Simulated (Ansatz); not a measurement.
Eu on the Al site in metastable zinc-blende AlN: one set of geometries, relaxed with PBE, evaluated in Ansatz (PAW, plane waves to 420 eV, 500 eV under r2SCAN) with PBE, r2SCAN.

Cell and caveats: 64-site cell; 2×2×2 shifted k-points; start: the Al site; charged states image-corrected; no Hubbard U; finite-size errors of tenths of an eV; flagged in the runs: a doubtful potential alignment.

```
quantity                                                              PBE  r2SCAN
-------------------------------------------------------------------  ----  ------
host gap (eV)                                                        3.31     [?]
ε(+1/0) above the VBM (eV)                                           0.29     [?]
ε(0/−1) above the VBM (eV)                                           2.35     [?]
largest moment on one atom at charge +1 (μB)                         5.79     [?]
neutral formation energy against fcc Al, bcc Eu, ferromagnetic (eV)  3.74     [?]
largest moment on one atom at charge 0 (μB)                          5.88     [?]
largest moment on one atom at charge −1 (μB)                         6.28     [?]
```

**Question.** Given the lower rungs, what does r2SCAN give?

**Answer.** 
- host gap (eV), r2SCAN: 3.92
- ε(+1/0) above the VBM (eV), r2SCAN: 0.26
- ε(0/−1) above the VBM (eV), r2SCAN: 2.83
- largest moment on one atom at charge +1 (μB), r2SCAN: 5.84
- neutral formation energy against fcc Al, bcc Eu, ferromagnetic (eV), r2SCAN: 3.56
- largest moment on one atom at charge 0 (μB), r2SCAN: 5.90
- largest moment on one atom at charge −1 (μB), r2SCAN: 6.37

Ansatz is an electronic-structure program.
